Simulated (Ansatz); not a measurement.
Short convergence ladders for CrW (Cmm2, 2 atoms in the cell)

```
CrW
1.0
    1.53661    -2.20218     0.00000
    1.53661     2.20218     0.00000
    0.00000     0.00000     4.23919
Cr W
1 1
Direct
  0.00000   0.00000   0.01179
  0.50000   0.50000   0.50000
```

Base method: PBEsol, default PAW files made with PBE (plane waves; Ansatz, a quantum-chemistry and plane-wave program).

Base settings: basis.ecutwfc = 420 eV; kpoints.mp_grid.grid = 13 13 8; hamiltonian.xc = pbesol; hamiltonian.pseudopotentials = {kind: paw} (the program's default PAW files); scf.occupations.method = gaussian; scf.occupations.width = 0.1 eV.

The count of work is k-points × plane waves × bands × iterations; it is no time. Core times come from one kind of shared machine, to one figure; runs under 30 s give none.

**The width of Fermi-Dirac smearing**

In this ladder: kpoints.mp_grid.grid = 21 21 13; scf.occupations.method = fermi_dirac.

Narrow widths need finer meshes than wide ones, so the last steps can hold mesh noise.

Only quantities that move along the ladder and can be compared are tabulated; pressure and forces are left out, as mesh noise rules them at narrow widths.

| scf.occupations.width | free energy less the last step's (meV/atom) | energy extrapolated to zero width less the last step's (meV/atom) |
|---|---|---|
| 1 eV | -1788.51 | 45.65 |
| 0.5 eV | -395.13 | 51.05 |
| 0.3 eV | -122.46 | 14.62 |
| 0.2 eV | -48.69 | 3.42 |
| 0.1 eV | -9.28 | 0.08 |
| 0.05 eV | 0.00 | 0.00 |

Widest scf.occupations.width that holds the free energy within 5 meV/atom: not settled: the last two steps still differ by 9.3 meV/atom, over half the tolerance, so the ladder does not show it.

Widest scf.occupations.width that holds the energy extrapolated to zero width within 2 meV/atom of the last step, with all finer ones: 0.1 eV; the step before is off by 3.4 meV/atom.

The extrapolation to zero width removes most of the smearing's effect on the energy.

**The width of Methfessel-Paxton smearing**

In this ladder: kpoints.mp_grid.grid = 21 21 13; scf.occupations.method = methfessel_paxton.

Narrow widths need finer meshes than wide ones, so the last steps can hold mesh noise.

Only quantities that move along the ladder and can be compared are tabulated; pressure and forces are left out, as mesh noise rules them at narrow widths.

| scf.occupations.width | free energy less the last step's (meV/atom) |
|---|---|
| 0.5 eV | 4.04 |
| 0.3 eV | 0.45 |
| 0.2 eV | -0.04 |
| 0.1 eV | -0.06 |
| 0.05 eV | 0.00 |

Widest scf.occupations.width that holds the free energy within 1 meV/atom of the last step, with all finer ones: 0.3 eV; the step before is off by 4.0 meV/atom.

**The mesh under tetrahedron occupations**

In this ladder: scf.occupations.method = tetrahedron; scf.occupations.width = default.

Only quantities that move along the ladder and can be compared are tabulated.

| kpoints.mp_grid.grid | free energy less the last step's (meV/atom) | pressure (GPa) | largest difference of a force vector from the last step's (eV/Å) | count of work / last | core time / last (rough) |
|---|---|---|---|---|---|
| 5 5 3 | 0.65 | -12.31 | 0.014 | 0.010 | – |
| 7 7 4 | 13.27 | -12.21 | 0.024 | 0.023 | – |
| 8 8 5 | 2.53 | -12.52 | 0.004 | 0.034 | – |
| 10 10 6 | 2.60 | -12.56 | 0.007 | 0.059 | – |
| 13 13 8 | -0.01 | -12.77 | 0.006 | 0.13 | – |
| 16 16 10 | 0.31 | -12.80 | 0.003 | 0.23 | – |
| 20 20 12 | -0.03 | -12.85 | 0.003 | 0.32 | 0.3 |
| 24 24 15 | 0.01 | -12.87 | 0.002 | 0.67 | 0.7 |
| 30 30 18 | 0.00 | -12.89 | 0.000 | 1.0 | 1 |

Coarsest kpoints.mp_grid.grid that holds the pressure within 0.5 GPa of the last step, with all finer ones: 8 8 5, at 0.034 of the last step's count of work; the step before is off by 0.67 GPa.

Coarsest kpoints.mp_grid.grid that holds the forces within 0.02 eV/Å of the last step, with all finer ones: 8 8 5, at 0.034 of the last step's count of work; the step before is off by 0.024 eV/Å.

Coarsest kpoints.mp_grid.grid that holds the free energy within 1 meV/atom of the last step, with all finer ones: 13 13 8, at 0.13 of the last step's count of work; the step before is off by 2.6 meV/atom.

Two neighbours can agree and both be off: 8 8 5 and 10 10 6 differ by 0.07 meV/atom in the free energy, yet lie about 2.6 meV/atom from the last step.

On the base run: the starting cell comes from a database of computed structures (which also holds hypothetical and non-ambient phases and stackings), without a prior relaxation at this level. Its lattice was rescaled by up to half a per cent. One atom was moved a little off its site on purpose. Spin polarisation is off. In the base run, with a pressure of about -13 GPa the cell is away from its equilibrium volume at this level. Ansatz's pressure includes its estimate of the finite-basis (Pulay) stress.

Left out of this page: 4 runs of the series outside the window shown, repeating another row's setting, or not comparable; 1 run of the series unsound by tests on forces, stress, charge or solver warnings.

Keys are those of Ansatz 0.2.
